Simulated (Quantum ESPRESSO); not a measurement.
A self-consistent single point of HfH₂ (I4/mmm, 3 atoms in the cell) with Quantum ESPRESSO.

Method of the run: PBEsol, spin-orbit coupling, PseudoDojo fully relativistic norm-conserving (PBESOL) pseudopotentials (plane waves; Quantum ESPRESSO 7.5).

```yaml
crystal:
  lattice:
    - [-1.73070, 1.73070, 2.14480]
    - [1.73070, -1.73070, 2.14480]
    - [1.73070, 1.73070, -2.14480]
  atoms:
    - { symbol: Hf, position: [0.00000, 0.00000, 0.00000] }
    - { symbol: H, position: [0.25000, 0.75000, 0.50000] }
    - { symbol: H, position: [0.75000, 0.25000, 0.50000] }
```

Reference input (self-consistent single point, DFT, PBEsol, plane waves, PseudoDojo standard norm-conserving (PBESOL) pseudopotentials): ecutwfc = 75 Ry; occupations = smearing; smearing = gaussian; degauss = 0.0099958 Ry; potentials = {Hf: Hf.upf, H: H.upf}; K_POINTS = automatic 9 9 9 0 0 0; conv_thr = 1e-10 Ry; mixing_beta = 0.5. This run's input differs from it in these lines:

```diff
@@ -16,2 +16,4 @@
     degauss = 0.0099958
+    noncolin = .true.
+    lspinorb = .true.
 /
```

Its files differ too (potentials: PseudoDojo fully relativistic norm-conserving (PBESOL)).

Output, abridged:

```
     Self-consistent Calculation

     iteration #  1     ecut=    75.00 Ry     beta= 0.50

     Threshold (ethr) on eigenvalues was too large:
     Diagonalizing with lowered threshold

     total energy              =    -115.42233050 Ry
     estimated scf accuracy    <       0.10424770 Ry

     iteration #  2     ecut=    75.00 Ry     beta= 0.50

     total energy              =    -115.42857173 Ry
     estimated scf accuracy    <       0.00733838 Ry

     iteration #  3     ecut=    75.00 Ry     beta= 0.50

     total energy              =    -115.43011209 Ry
     estimated scf accuracy    <       0.00030954 Ry

   [... 4 blocks of this kind left out ...]

     iteration #  8     ecut=    75.00 Ry     beta= 0.50

     total energy              =    -115.43020119 Ry
     estimated scf accuracy    <          1.3E-09 Ry

     iteration #  9     ecut=    75.00 Ry     beta= 0.50
     End of self-consistent calculation

     the Fermi energy is    13.9686 ev

!    total energy              =    -115.43020119 Ry
     estimated scf accuracy    <          4.0E-11 Ry
     smearing contrib. (-TS)   =      -0.00044833 Ry
     internal energy E=F+TS    =    -115.42975286 Ry

     convergence has been achieved in   9 iterations

     Forces acting on atoms (cartesian axes, Ry/au):

     atom    1 type  1   force =     0.00000000    0.00000000    0.00000000
   [... zero for the other atoms too ...]

     Total force =     0.000000     Total SCF correction =     0.000000

          total   stress  (Ry/bohr**3)                   (kbar)     P=      -15.25
  -0.00010299  -0.00000000  -0.00000000          -15.15       -0.00       -0.00
  -0.00000000  -0.00010299  -0.00000000           -0.00      -15.15       -0.00
  -0.00000000  -0.00000000  -0.00010496           -0.00       -0.00      -15.44

   JOB DONE.
```

The run converged in 9 iterations. Against the reference run the pressure moves little (-1.47 to -1.52 GPa). The full log also holds: “c_bands:  2 eigenvalues not converged”.

The starting cell comes from a database of computed structures (which also holds hypothetical and non-ambient phases and stackings), without a prior relaxation at this level.

Cost on one core of a shared machine: roughly 70 s.
